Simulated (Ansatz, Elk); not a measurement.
# One structure in several programs: CdAg3 (R-3m, 4 atoms in the cell)

Self-consistent single point, at a second geometry (lattice scaled by 0.98). First geometry:

```xyz
4
Lattice="1.4839 0.8568 9.4948 -1.4839 0.8568 9.4948 0.0000 -1.7135 9.4948" Properties=species:S:1:pos:R:3 pbc="T T T"
Cd     0.0000     0.0000     0.0000
Ag     0.0000     0.0000    21.4164
Ag     0.0000     0.0000     7.0679
Ag     0.0000     0.0000    14.2422
```

Shared settings, as Ansatz (a first-principles code) writes them: kpoints.mp_grid.grid = 8 8 8; scf.occupations.method = fermi_dirac; scf.occupations.width = 0.136 eV. Potentials and cutoffs stand in the table.

```
code                                                                                                    model  ΔF from the first geometry (meV/atom)    cutoff
------  -----------------------------------------------------------------------------------------------------  -------------------------------------  --------
Elk     LDA (PW92), all-electron FP-LAPW, Elk's shipped species files, APW+lo basis with extra local orbitals                                  -36.4  rgkmax 8
Ansatz                                                                    LDA (PW92), PAW files made with PBE                                  -34.2   default
```

The spread over the programs that give each value: ΔF from the first geometry within 2.2 meV/atom.

Elk treats all electrons, but the usual bases taken here (sphere radii, linearisation, local orbitals, empty states) were not tested for convergence, so the values are no reference for the others.

The starting cell comes from a database of computed structures (which also holds hypothetical and non-ambient phases and stackings), without a prior relaxation at this level. For this run, on top of that: lattice scaled by 0.98.

Keys are those of Ansatz 0.2.
